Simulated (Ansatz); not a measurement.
**LiCl (Fm-3m): band-edge transport data**

Input:

```
CELL_PARAMETERS angstrom
      0.00000     2.53208     2.53208
      2.53208     0.00000     2.53208
      2.53208     2.53208     0.00000
ATOMIC_POSITIONS crystal
  Li 0.00000 0.00000 0.00000
  Cl 0.50000 0.50000 0.50000
```

These are PBEsol, rigid bands (plane waves, PAW, scalar-relativistic; Ansatz, an electronic-structure program) values and carry that method's errors. Cell: cell and atoms relaxed with PBEsol.

```json
{
  "band_gap": "6.35 eV",
  "electron conductivity mass (300 K, dilute)": "0.48 mₑ",
  "hole conductivity mass (300 K, dilute)": "1.67 mₑ",
  "effective density of states N_c (300 K)": "8.1e18 cm⁻³",
  "effective density of states N_v (300 K)": "8.8e20 cm⁻³",
  "density_of_states_mass_electrons": "0.47 mₑ",
  "density_of_states_mass_holes": "10.7 mₑ",
  "Seebeck coefficient, n-type 1e19 cm⁻³, 300 K": "-206 μV/K",
  "Seebeck coefficient, p-type 1e19 cm⁻³, 300 K": "568 μV/K"
}
```

Rigid bands; masses and Seebeck coefficients take one relaxation time τ for all states and one kind of carrier; polarons and phonon drag are left out. Spin-orbit coupling is left out; where it splits the top of the valence band, N_v and the p-type Seebeck coefficient come out somewhat high without it.
